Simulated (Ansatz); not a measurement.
Consider the following.

```
CELL_PARAMETERS angstrom
      3.75922     0.00000     0.00000
     -1.87961     3.25558     0.00000
      0.00000     0.00000    18.94732
ATOMIC_POSITIONS crystal
  Zr 0.00000 0.00000 0.50000
  S  0.33333 0.66667 0.57456
  S  0.66667 0.33333 0.42544
```

The numbers are results of PBE, rigid bands (plane waves, PAW, scalar-relativistic; Ansatz, a first-principles code), not measurements. Condition of this run: biaxial strain +2 %. Geometry: cell and atoms relaxed with PBE, then loaded as said.

Q: What conductivity effective mass do dilute holes have at 300 K?

A: 0.35 mₑ.

Q: Predict the electron conductivity mass (n e² τ/σ) at 300 K, by direction if it differs.

A: 0.62 mₑ.

Q: And the band gap?

A: 1.41 eV at this level; semilocal functionals usually fall short of the measured gap.

Rigid bands, one relaxation time for all states, no polarons. Spin-orbit coupling is left out; where it splits the top of the valence band it changes the hole mass and lowers the gap by about a third of the splitting.

Model free-standing layer, not matched to a measured one here: monolayer ZrS2.
